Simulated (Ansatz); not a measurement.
The reference is BaTiO3 in the cubic perovskite structure (space group Pm-3m, No. 221; a = 3.994 Å).

Level of theory: r2SCAN (Ansatz, an electronic-structure program, PAW, without spin-orbit coupling).

For the base:

- Magnetic state: not spin-polarised
- Lattice parameter a: 3.994 Å

Modification: full substitution Ti → Sc; the structure is relaxed again.

**Question.** Predict the new magnetic state and lattice parameter a.

**Answer.** The magnetic state changes from not spin-polarised to ferromagnetic; the lattice parameter a rises by 0.184 Å to 4.178 Å.

Other magnetic orders, which the real material may have, were not ruled out. Stability against distortions was not tested. For BaScO3 in this form, whether it has been made was not checked. Spin-polarised in the final run: BaScO3; the other runs are not. Many cubic perovskites are stable only at high temperature; tilts and polar distortions were not tested. This is not the structure that BaTiO3 has at room temperature and ambient pressure.
